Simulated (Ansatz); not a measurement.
Take CsSnI3 in the cubic perovskite structure (space group Pm-3m, No. 221; a = 6.131 Å) as the base. Axes: x, y, z lie along the cube axes.

Structures relaxed with PBEsol in Ansatz (plane waves to 420 eV, PAW, no spin-orbit coupling).

Base:

Simulated powder pattern, Cu Kα1, λ = 1.54056 Å (kinematic, ideal powder, no thermal factors, no anomalous dispersion; the 8 strongest lines at most, above 2 %, up to 2θ = 90°):

```json
[
 {"2θ (°)": "20.47", "I/Imax (%)": "19", "hkl": "(110)"},
 {"2θ (°)": "25.14", "I/Imax (%)": "75", "hkl": "(111)"},
 {"2θ (°)": "29.11", "I/Imax (%)": "100", "hkl": "(200)"},
 {"2θ (°)": "41.63", "I/Imax (%)": "75", "hkl": "(220)"},
 {"2θ (°)": "49.26", "I/Imax (%)": "35", "hkl": "(311)"},
 {"2θ (°)": "51.60", "I/Imax (%)": "26", "hkl": "(222)"},
 {"2θ (°)": "68.38", "I/Imax (%)": "34", "hkl": "(420)"},
 {"2θ (°)": "75.98", "I/Imax (%)": "25", "hkl": "(422)"}
]
```

One thing is altered: biaxial strain +1.80 %, plane normal [001], relaxed out of plane (Cartesian); in-plane vectors clamped, the third vector and the atoms free.

After the change:

Simulated powder pattern, Cu Kα1, λ = 1.54056 Å (kinematic, ideal powder, no thermal factors, no anomalous dispersion; the 8 strongest lines at most, above 2 %, up to 2θ = 90°):

```csv
2θ (°),d (Å),I/Imax (%),hkl
24.87,3.577,100,(111)
28.58,3.120,91,(200)
29.22,3.054,43,(002)
40.86,2.206,34,(220)
41.33,2.183,66,(202)
48.43,1.878,32,(311)
51.02,1.788,36,(222)
74.73,1.269,23,(422)
```

The indices refer to the base's conventional cell; one index is shown for lines that coincide. The space group is now P4/mmm (No. 123).

Stability against distortions was not tested. Many cubic perovskites are stable only at high temperature; tilts and polar distortions were not tested.

Ansatz is an electronic-structure program.
